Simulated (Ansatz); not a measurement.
System: L1₂ (Cu3Au-type) Ni3Fe. Method: PBEsol (PAW; Ansatz, an electronic-structure program).

Settings: plane-wave cutoff 520 eV, 18×18×18 k mesh, Fermi–Dirac smearing 0.043 eV (set by the program), spin-polarised with parallel moments, scalar-relativistic PAW data made under PBE.

Cell (relaxed at this level):

```cif
data_FeNi3
_chemical_formula_sum 'Fe1 Ni3'
_space_group_name_H-M_alt 'Pm-3m'
_space_group_IT_number 221
_space_group_name_Hall '-P 4 2 3'
_cell_length_a 3.48872
_cell_length_b 3.48872
_cell_length_c 3.48872
_cell_angle_alpha 90.000
_cell_angle_beta 90.000
_cell_angle_gamma 90.000
loop_
_atom_site_label
_atom_site_type_symbol
_atom_site_symmetry_multiplicity
_atom_site_Wyckoff_symbol
_atom_site_fract_x
_atom_site_fract_y
_atom_site_fract_z
_atom_site_occupancy
Fe1 Fe 1 a 0.00000 0.00000 0.00000 1
Ni1 Ni 3 c 0.00000 0.50000 0.50000 1
```

Problem. What does this level give for the elastic constant C44, polycrystal shear modulus (Hill average), Voigt–Reuss–Hill bulk modulus, elastic constant C11 and elastic constant C12?

Solution. 
- elastic constant C44 = 149 GPa
- polycrystal shear modulus (Hill average) = 109 GPa
- Voigt–Reuss–Hill bulk modulus = 224 GPa
- elastic constant C11 = 317 GPa
- elastic constant C12 = 178 GPa

Elastic constants are with the ions relaxed.

It cost around 50 core-minutes (rough) of CPU time.
